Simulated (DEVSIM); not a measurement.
System: Schottky contact on n-type GaN, at 300 K.

Layer 1 from the left is GaN, thickness (μm) 0.690, Nd (cm⁻³) 2.7e15, τn (s) 3.5e-10, τp (s) 3.5e-10.

Left contact: Schottky, work function 5.02 eV, emission velocity 2.6e6 cm/s. Right contact: ohmic. Voltage is applied to the left contact. Recombination: SRH at mid-gap, Auger. Mobility is μmin + (μ − μmin)/(1 + (N/Nref)^α).

This is a model device: material constants are rounded textbook-type values typed into the input, and sizes, dopings and lifetimes were drawn at random. Values at 300 K.

GaN: gap (eV) 3.43, affinity (eV) 4.1, permittivity 9.5, Nc (cm⁻³) 2.3e18, Nv (cm⁻³) 4.6e19, μn (cm²/Vs) 1200, μp (cm²/Vs) 100, μn,min 55, μp,min 3, Nref,n 2e17, Nref,p 3e17, αn 1, αp 2, Cn (cm⁶/s) 1e-30, Cp (cm⁶/s) 1e-30.

Simulated with DEVSIM: 1D drift-diffusion, Boltzmann statistics, complete ionisation; no tunnelling, impact ionisation, image-force lowering or self-heating. Metal contacts follow the ideal Schottky-Mott rule: no Fermi-level pinning, no interface dipoles.

Dark forward current:

```tsv
|V| (V)	|J| (A/cm²)
0.05	1.831e-9
0.10	1.445e-8
0.15	1.014e-7
0.20	7.004e-7
0.25	4.823e-6
0.30	3.318e-5
0.35	0.0002279
0.40	0.001563
0.45	0.01069
0.50	0.07283
0.55	0.4917
0.60	3.238
0.65	19.52
0.70	89.17
0.75	257.5
0.80	510.8
0.85	814.2
0.90	1145
0.95	1492
1.00	1848
1.05	2210
```

Q: Work out the local ideality factor n = ΔV / (kT/q · ln(J2/J1)) between the rows 0.15 and 0.20 V, 1.00 and 1.05 V.

A: kT/q = 25.85 mV. From 0.15 to 0.20 V: ln(7.004e-7/1.014e-7) = 1.933, n = 1.00, near the 1 of diffusion or emission over a barrier. From 1.00 to 1.05 V: ln(2210/1848) = 0.179, n = 10.81; the layers' resistance at their doping, Σ W/(qμN) = 0.00013 Ω cm², would take 49 mV of this step of 50 mV.

Q: Estimate the current at 0.35 V for emission alone, J0 = q v N_band exp(−φB/kT), and read the barrier back from the simulated current.

A: φB = 0.920 eV, N_band = 2.30e18 cm⁻³, J0 = 3.35e-10 A/cm²; J = J0 (exp(qV/kT) − 1) = 0.000254 A/cm². The simulation gives 0.000228 A/cm²; the estimate lies 12 % above. Read backwards, the simulated current gives an apparent barrier of 0.923 eV. The estimate leaves out transport through the depletion region and minority injection.
